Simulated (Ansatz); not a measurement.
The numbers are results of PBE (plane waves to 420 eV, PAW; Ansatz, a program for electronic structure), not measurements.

Electrostatic potential energy of an electron, averaged over planes parallel to the surface, in eV from the Fermi level, for Cl on the 1x1 (110) surface of bcc W, one in a 1x1 cell, started at the site 'bridge W-W (span 2.8 Å)':

```json
[
 {"z (Å)": "5.20", "V (eV)": "4.77"},
 {"z (Å)": "5.49", "V (eV)": "4.77"},
 {"z (Å)": "5.78", "V (eV)": "4.76"},
 {"z (Å)": "6.07", "V (eV)": "4.76"},
 {"z (Å)": "6.36", "V (eV)": "4.75"},
 {"z (Å)": "6.64", "V (eV)": "4.73"},
 {"z (Å)": "6.93", "V (eV)": "4.68"},
 {"z (Å)": "7.22", "V (eV)": "4.59"},
 {"z (Å)": "7.51", "V (eV)": "4.40"},
 {"z (Å)": "7.80", "V (eV)": "4.03"},
 {"z (Å)": "8.09", "V (eV)": "3.28"},
 {"z (Å)": "8.38", "V (eV)": "1.79"},
 {"z (Å)": "8.67", "V (eV)": "-1.13"},
 {"z (Å)": "8.96", "V (eV)": "-7.24"},
 {"z (Å)": "9.24", "V (eV)": "-15.20"},
 {"z (Å)": "9.53", "V (eV)": "-20.66"},
 {"z (Å)": "9.82", "V (eV)": "-21.02"},
 {"z (Å)": "10.11", "V (eV)": "-16.18"},
 {"z (Å)": "10.40", "V (eV)": "-8.63"},
 {"z (Å)": "10.69", "V (eV)": "-3.58"},
 {"z (Å)": "10.98", "V (eV)": "-4.78"},
 {"z (Å)": "11.27", "V (eV)": "-11.52"},
 {"z (Å)": "11.56", "V (eV)": "-18.74"},
 {"z (Å)": "11.84", "V (eV)": "-21.99"},
 {"z (Å)": "12.13", "V (eV)": "-19.67"},
 {"z (Å)": "12.42", "V (eV)": "-12.87"},
 {"z (Å)": "12.71", "V (eV)": "-5.45"},
 {"z (Å)": "13.00", "V (eV)": "-2.61"},
 {"z (Å)": "13.29", "V (eV)": "-5.53"},
 {"z (Å)": "13.58", "V (eV)": "-12.94"},
 {"z (Å)": "13.87", "V (eV)": "-19.66"},
 {"z (Å)": "14.16", "V (eV)": "-21.88"},
 {"z (Å)": "14.44", "V (eV)": "-18.56"},
 {"z (Å)": "14.73", "V (eV)": "-11.30"},
 {"z (Å)": "15.02", "V (eV)": "-4.51"},
 {"z (Å)": "15.31", "V (eV)": "-3.06"},
 {"z (Å)": "15.60", "V (eV)": "-7.65"},
 {"z (Å)": "15.89", "V (eV)": "-15.39"},
 {"z (Å)": "16.18", "V (eV)": "-20.98"},
 {"z (Å)": "16.47", "V (eV)": "-21.64"},
 {"z (Å)": "16.76", "V (eV)": "-17.10"},
 {"z (Å)": "17.04", "V (eV)": "-9.51"},
 {"z (Å)": "17.33", "V (eV)": "-3.59"},
 {"z (Å)": "17.62", "V (eV)": "-3.37"},
 {"z (Å)": "17.91", "V (eV)": "-7.90"},
 {"z (Å)": "18.20", "V (eV)": "-11.48"},
 {"z (Å)": "18.49", "V (eV)": "-11.36"},
 {"z (Å)": "18.78", "V (eV)": "-7.22"},
 {"z (Å)": "19.07", "V (eV)": "-0.99"},
 {"z (Å)": "19.36", "V (eV)": "2.63"},
 {"z (Å)": "19.64", "V (eV)": "3.85"},
 {"z (Å)": "19.93", "V (eV)": "4.29"},
 {"z (Å)": "20.22", "V (eV)": "4.45"},
 {"z (Å)": "20.51", "V (eV)": "4.51"},
 {"z (Å)": "20.80", "V (eV)": "4.53"},
 {"z (Å)": "21.09", "V (eV)": "4.54"},
 {"z (Å)": "21.38", "V (eV)": "4.54"},
 {"z (Å)": "21.67", "V (eV)": "4.54"},
 {"z (Å)": "21.96", "V (eV)": "4.54"},
 {"z (Å)": "22.24", "V (eV)": "4.54"},
 {"z (Å)": "22.53", "V (eV)": "4.54"},
 {"z (Å)": "22.82", "V (eV)": "4.54"}
]
```

Model: 5-atom slab, 6.6 Å thick at the start under the adsorbate (thin: gaps and levels are the slab's own), 12x12x1 mesh, Fermi-Dirac 0.1 eV, dipole correction, 2 atoms held, the rest relaxed; start symmetry kept, larger cells not searched; no spin, no spin-orbit, no U, no dispersion correction. At the end it is bonded to 2 W. In PBE it is, or lies within 0.03 eV of, the lowest of the starts that converged.

The vacuum level lies 4.54 eV above the Fermi level over the top face and 4.77 eV above it under the bottom face.
